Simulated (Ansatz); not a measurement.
Take SrTiO$_{3}$ in the cubic perovskite structure (space group Pm-3m, No. 221; a = 3.908 Å) as the base. Axes: x, y, z lie along the cube axes.

Computed with r2SCAN/PAW in Ansatz (a quantum-chemistry and plane-wave program), scalar-relativistic without spin-orbit coupling, earlier PAW set.

Strains are applied to the cell and any free atomic positions relax; under stress the whole cell relaxes.

One change was made to it. Results:

```csv
quantity,base,after
smallest direct gap,2.63 eV,2.60 eV
band gap,2.27 eV,2.25 eV
```

Problem. What was done to the base?
A. strain tensor (xx, yy, zz, yz, xz, xy) = (+0.36, +0.71, +0.48, +0.11, −0.01, +1.24) %
B. uniaxial stress, 8 GPa compression along x
C. strain tensor (xx, yy, zz, yz, xz, xy) = (+1.34, −1.70, +0.83, +0.64, −0.08, −0.89) %

Solution. B, uniaxial stress, 8 GPa compression along x. For comparison, the band gap in the other runs: strain tensor (xx, yy, zz, yz, xz, xy) = (+0.36, +0.71, +0.48, +0.11, −0.01, +1.24) % gives 2.17 eV; strain tensor (xx, yy, zz, yz, xz, xy) = (+1.34, −1.70, +0.83, +0.64, −0.08, −0.89) % gives 2.18 eV.

Stability under load was not tested beyond the relaxation. All final runs are without spin polarisation. Many cubic perovskites are stable only at high temperature; tilts and polar distortions were not tested.
